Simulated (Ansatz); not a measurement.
Input:

```
CELL_PARAMETERS angstrom
      2.47636     0.00000     0.00000
     -1.23818     2.14459     0.00000
      0.00000     0.00000     6.53530
ATOMIC_POSITIONS crystal
  B  0.66667 0.33333 0.75000
  B  0.33333 0.66667 0.25000
  N  0.33333 0.66667 0.75000
  N  0.66667 0.33333 0.25000
```

No spin polarisation.

The values are results of PBE-D3(BJ) (Ansatz, a quantum-chemistry and plane-wave program), no spin-orbit coupling, not measurements. k-mesh 15×15×5 (Γ-centred); smearing 0.05 eV (Fermi–Dirac).

Problem. Predict the smallest direct gap and space group.

Solution. Smallest direct gap: 4.73 eV
Space group: P6_3/mmc (No. 194)

The cells carry an imposed strain or load. No phonon test of stability was made. The cell was made from BN (space group P6_3/mmc, No. 194; layered, stacked along the Cartesian z axis) by this change: isotropic strain −1.20 %.
